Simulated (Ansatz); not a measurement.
## What Cr → Fe does to Cr

Base system: Cr in the bcc (W type) structure (space group Im-3m, No. 229; a = 2.8142 Å; non-magnetic).

Modification: full substitution Cr → Fe; the structure is relaxed again.

Computed with Ansatz (a first-principles code) PBEsol, no spin-orbit coupling. k-mesh 23×23×23 (Γ-centred); smearing 0.05 eV (Fermi–Dirac).

The volume per atom decreases by 0.32 Å³, from 11.14 Å³ to 10.82 Å³ and the density rises by 0.82 g/cm³, from 7.75 g/cm³ to 8.57 g/cm³. The lattice parameter a decreases by 2.7 pm (281.4 pm → 278.7 pm) and the space group stays Im-3m (No. 229). The shortest interatomic distance drops by 2.36 pm, from 243.7 pm to 241.4 pm and the band gap stays zero. The magnetic state becomes ferromagnetic (base: non-magnetic) and the largest site moment goes from zero to 2.12 μB.

Final structure:

```xyz
1
Lattice="-1.3935 1.3935 1.3935 1.3935 -1.3935 1.3935 1.3935 1.3935 -1.3935" Properties=species:S:1:pos:R:3 pbc="T T T"
Fe     0.0000     0.0000     0.0000
```

Cost of the whole job for the changed cell (relaxation, final SCF and bands): roughly 60 core-seconds.

Other magnetic orders, which the real material may have, were not ruled out. Whether these cells are dynamically stable was not tested. Seeded moments were not kept for the base. Spin-polarised in the final run: Fe; the other runs are not. Real Cr is antiferromagnetic at low temperature and ambient pressure, an order that this cell doesn't hold.
